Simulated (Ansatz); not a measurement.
Si (diamond structure), Σ11 (113) [1-10] symmetric tilt. One Ga atom replaces one Si atom in a bicrystal of 56 atoms (one solute to 50 Å² of one boundary, a high coverage); atoms relaxed, cell held. Energies count from the site farthest from both boundaries, which lies only 5.6 Å away; negative means that the solute is drawn to the site. The cell is neutral, and spin is allowed where the electrons are odd. k-points: Γ-centred 2×6×1 mesh; occupations: Fermi-Dirac, 0.050 eV; spin-polarised, moments started parallel. No spin-orbit coupling.

Sites tried, by distance from the nearest boundary plane (Å): 0.69, 0.69, 1.13, 2.35.

**Question.** Does Ga segregate by Ansatz (a first-principles code) with PBE, and with what energy at each site?

**Answer.** 0.69 Å: -0.09 eV; 0.69 Å: -0.09 eV; 1.13 Å: -0.16 eV; 2.35 Å: -0.05 eV. The most favoured site tried binds it by 0.16 eV.
